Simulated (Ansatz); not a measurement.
Structure of amorphous Al28O45Ga2 (periodic cell):

```xyz
75
Lattice="9.3764 0.0000 0.0000 0.0000 9.3764 0.0000 0.0000 0.0000 9.3764" Properties=species:S:1:pos:R:3 pbc="T T T"
Al     5.5299     1.6186     9.2338
Al     8.1737     2.6669     0.9658
Al     5.8167     4.4079     8.9327
Al     7.9626     8.9619     0.8461
Al     1.4215     1.2303     0.1917
Al     2.0875     7.2463     6.6627
Al     1.0915     7.4991     9.1013
Al     4.5412     5.3677     2.2974
Al     0.1617     3.0118     5.0388
Al     2.5310     4.7092     5.0593
Al     4.6236     3.4054     5.8233
Al     3.2768     0.6045     6.7969
Al     2.8545     9.1404     1.9006
Al     5.0182     1.1116     4.2493
Al     7.6726     5.7637     1.5817
Al     2.9110     3.3134     8.2270
Al     4.4457     7.2212     9.0810
Al     7.2792     3.8639     6.2458
Al     8.7301     5.8716     4.8617
Al     8.0510     0.7042     3.5111
Al     0.4192     7.5367     2.9635
Al     0.2959     4.7610     7.3609
Al     3.0620     2.8569     2.8950
Al     5.6019     8.4271     2.2777
Al     5.8199     8.7667     6.8261
Al     3.5928     7.7770     4.2126
Al     9.2287     9.0276     5.9109
Al     7.5754     6.9247     7.9165
O      4.9908     0.6944     7.7694
O      0.0335     7.5893     4.8787
O      6.4500     0.0329     3.8132
O      7.7855     2.2031     2.6467
O      8.6545     6.1465     3.1033
O      6.9670     7.4773     1.5316
O      4.7576     6.9074     3.1597
O      4.3363     8.6300     5.7772
O      6.4027     0.4797     0.9294
O      9.0616     1.3348     0.2899
O      0.7961     4.8925     5.5612
O      7.3656     5.5174     9.0945
O      2.9267     7.3300     8.2097
O      0.9324     6.5919     1.2354
O      6.1853     2.5848     5.1811
O      7.5930     8.6500     6.6138
O      4.6916     5.6225     0.4253
O      1.7491     3.1516     4.1531
O      8.8611     3.1977     6.8466
O      2.3423     1.6291     8.0639
O      8.9181     9.0113     2.4166
O      6.7966     2.9048     9.2893
O      0.7361     6.4837     7.6047
O      7.8966     5.7054     6.5140
O      2.7946     6.5099     5.2475
O      3.8359     1.7554     5.5234
O      9.0614     1.1812     4.9257
O      5.7488     4.1611     7.0884
O      6.2618     4.7548     2.2698
O      4.1497     4.3717     4.3089
O      2.0987     8.0409     3.1475
O      1.4232     4.1464     8.7543
O      1.7163     8.9392     0.4974
O      2.3904     1.6202     1.7114
O      1.6253     8.9985     6.4945
O      2.8860     4.4799     2.0715
O      4.2562     8.4030     0.9896
O      4.0744     9.3371     3.2694
O      4.8258     2.3599     2.9152
O      8.9205     4.2095     1.3732
O      4.3854     3.0588     9.1459
O      3.1269     4.0466     6.6564
O      8.6874     8.0215     8.9069
O      5.8075     7.3929     7.9373
O      8.0406     4.0848     4.5592
Ga     1.2713     4.8010     1.1687
Ga     6.5001     3.3295     3.4080
```

Method: PBE, scalar-relativistic without spin-orbit coupling (plane waves to 420 eV, PAW; Ansatz, a first-principles code).

It comes from a melt-quench run on a machine-learned potential (CHGNet), relaxed afterwards by DFT. O atoms were pushed apart under 1.9 Å during the dynamics, to hinder bonds among them. The hot cell started wider than the set density and was brought back towards it in steps. It is the lowest in DFT energy of 2 quenches. It is a model cell: composition and starting density were chosen by hand, and all elements were melted together. No dispersion term was used. Its density started from a set value of 3.25 and ended at 3.25 g/cm³. Cooling (nominally 280 K/ps over its main leg) ran many orders faster than in experiment, which tends to leave more defects and strain. One small periodic cell is one sample of the glass; other quenches scatter about these values. The volume was held where the preparation left it, at a PBE pressure of 1.0 GPa. Stress components on the final sampling reach 3.2 GPa.

Bonds are counted up to Al-Al 2.66 Å, Al-O 2.36 Å, Al-Ga 2.67 Å, O-O 1.58 Å, O-Ga 2.26 Å, Ga-Ga 2.68 Å. Two cations that share two anions don't count as bonded, nor two that share one unless they lie closer than Al-Al 2.59 Å, Al-Ga 2.60 Å, Ga-Ga 2.61 Å.

### Question
Give the coordination numbers, mean bond lengths and angles.

### Answer

The mean coordination of Al by anions is 4.71 (9 with 4, 18 with 5, 1 with 6). The mean coordination of O comes out as 3.13 (39 with 3, 6 with 4) and the mean coordination of Ga by anions is 4.50 (1 with 4, 1 with 5). The mean Al-O bond is 1.863 Å (spread 0.106 Å, 132 counted), the mean O-Ga bond comes out as 1.908 Å (spread 0.077 Å, 9 counted) and the bond angle at Al is mean 107.1°, spread 24.9°. The bond angle at O is mean 115.0°, spread 18.0° and the bond angle at Ga is mean 107.4°, spread 21.8°.

### Question
List the pairs of like atoms that count as bonded by the rules above.

### Answer
There are none by these rules.
